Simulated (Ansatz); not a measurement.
The starting structures come from a database of crystals and need not be the phases stable at ambient conditions.

 Where the default PAW files enter, the runs use the earlier of Ansatz's two default sets.

The decay constant κ of evanescent states in the gap governs leakage through a thin film.

Here is the system:

```
CELL_PARAMETERS angstrom
      3.85882     0.00000     0.00000
      1.92941     6.50375     0.00000
      0.00000     0.05884     3.89764
ATOMIC_POSITIONS crystal
  Nb 0.85348 0.29304 0.93194
  Nb 0.14652 0.70696 0.06806
  O  0.85096 0.29808 0.48437
  O  0.14904 0.70192 0.51563
  O  0.00000 0.00000 0.00000
  O  0.68510 0.62980 0.00543
  O  0.31490 0.37020 0.99457
```

Space group of this cell: C2/m. The cell is strained (lengths along the current scaled by 0.97, ions clamped); by r2SCAN its mean pressure is 1.5 GPa.

Transport runs along the normal of the first two printed cell vectors.

No gap correction and no spin-orbit coupling; mid-gap values are interpolated between computed energies.

Question: Give the band gap and the smallest decay constant κ at mid-gap that r2SCAN (Ansatz, a program for electronic structure) yields.

Answer: Gap 2.75 eV on a 8×8×8 mesh; κ = 0.279 1/Å, at the zone centre.
